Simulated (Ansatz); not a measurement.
Reference: ZrB2 (P6/mmm), PBEsol, DFPT electron-phonon coupling, linearised Boltzmann equation (plane waves, PAW, scalar-relativistic; Ansatz, a quantum-chemistry and plane-wave program); axes and stresses refer to this cell.

```
CELL_PARAMETERS angstrom
      3.15406     0.00000     0.00000
     -1.57703     2.73149     0.00000
      0.00000     0.00000     3.50827
ATOMIC_POSITIONS crystal
  Zr 0.00000 0.00000 0.00000
  B  0.33333 0.66667 0.50000
  B  0.66667 0.33333 0.50000
```

The resistivity at 300 K is 4.8 μΩ·cm.

Problem. Change: functional PBE, cell relaxed with it. What happens to resistivity at 300 K?

Solution. resistivity at 300 K grows to 5.2 μΩ·cm.

Metals; harmonic phonons alone scatter; means over directions. Halving the electron mesh moves these values by up to 2 %; q meshes are mostly untested. Spin-orbit coupling is left out unless a row names it.
